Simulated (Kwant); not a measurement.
Model system: stadium cavity between two wires in a GaAs two-dimensional gas. Effective mass 0.067 mₑ, grid spacing 8.3 nm, hard walls, nominal width 100 nm (13 grid rows, so walls 116.2 nm apart), one parabolic valley, scattering region 820 nm long along x; energies count from the band bottom; Fermi energy 0.00637 eV. Cavity of radius 180 nm, straight part 180 nm, centre moved sideways by 72 nm. Perpendicular field swept from 0 to 0.26 T, none in the leads; orbital effect alone.

Constants are typed, rounded textbook-type inputs, not results; the design itself was drawn at random and stands for no fabricated device.

Kwant, effective-mass tight-binding model on a square grid, one spin, coherent transport at 0 K. Conductance is in e²/h.

Density of the scattering states that come in from the left lead, at field = 0.06427 T, in bins, relative to the largest site value (x marks bins outside the device):

```
|xxxxxxxxxxxxx020104313333401010xxxxxxxxxxxxx|
|xxxxxxxxxxxx11533252535635232511xxxxxxxxxxxx|
|xxxxxxxxxx002311226131222622124300xxxxxxxxxx|
|xxxxxxxxx02122202222232222311122230xxxxxxxxx|
|xxxxxxxxx13162123421222202422126141xxxxxxxxx|
|xxxxxxxx1223121131202112011211223221xxxxxxxx|
|xxxxxxxx2402200112112113122110022152xxxxxxxx|
|xxxxxxxx0122133242020110101423212410xxxxxxxx|
|xxxxxxx018262261321213112112142152720xxxxxxx|
|xxxxxxx456262521411201102123124363744xxxxxxx|
|xxxxxxx682143431100001101011123141297xxxxxxx|
|xxxxxxx222114112131301002122221330333xxxxxxx|
|79966667532202241412122021313321113566655555|
|44433334335431241131423312123113362322222222|
|97887665435231222240412514322223154355655555|
|45535335342334131130211314113253333333333333|
|67747545441444121021111101012235423344454444|
|86967675643422113221222302121234433455545554|
|65655443323632311112121211112234831333334443|
|xxxxxxxxxxx1232211021111211223333xxxxxxxxxxx|
|xxxxxxxxxxxx02234221212122263230xxxxxxxxxxxx|
|xxxxxxxxxxxxxx0110110000111210xxxxxxxxxxxxxx|
```
Scale: ten equal steps from 0.022 (start of '0') to 0.585 (end of '9'), in the order '0123456789'; x runs from -397 to 397, y from -99.8 (bottom) to 241 (top).

The conductance there is 3.36 e²/h with 4 open channel(s) in the leads.
